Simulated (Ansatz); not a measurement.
The starting structures come from a database of crystals and need not be the phases stable at ambient conditions.

Tunnelling through a barrier is set by its complex band structure: the current falls as exp(−2κd) with the smallest κ.

Given:

```
CELL_PARAMETERS angstrom
      6.71510     0.00000     0.00000
      0.00000     6.71510     0.00000
      3.35755    -3.35755     3.35755
ATOMIC_POSITIONS crystal
  Hf 0.12500 0.25000 0.00000
  Hf 0.25000 0.37500 0.50000
  Hf 0.37500 0.75000 0.00000
  Hf 0.75000 0.12500 0.50000
  Hf 0.87500 0.87500 0.75000
  Hf 0.62500 0.62500 0.25000
  N  0.50000 0.00000 0.86634
  N  0.00000 0.13366 0.63366
  N  0.13366 0.86634 0.86634
  N  0.86634 0.50000 0.63366
  N  0.00000 0.63366 0.13366
  N  0.50000 0.00000 0.36634
  N  0.36634 0.50000 0.13366
  N  0.63366 0.36634 0.36634
```

Space group of this cell: I-43d. The cell is taken as given; by r2SCAN its mean pressure is -2.2 GPa.

Transport runs along the normal of the first two printed cell vectors, the (001) plane of the conventional cell.

No gap correction and no spin-orbit coupling; mid-gap values are interpolated between computed energies.

### Question
Estimate the band gap and the smallest decay constant κ at mid-gap that Ansatz (a quantum-chemistry and plane-wave program) with r2SCAN returns for this system.

### Answer
Gap 1.38 eV on a 10×10×10 mesh; κ = 0.185 1/Å, at the zone centre.
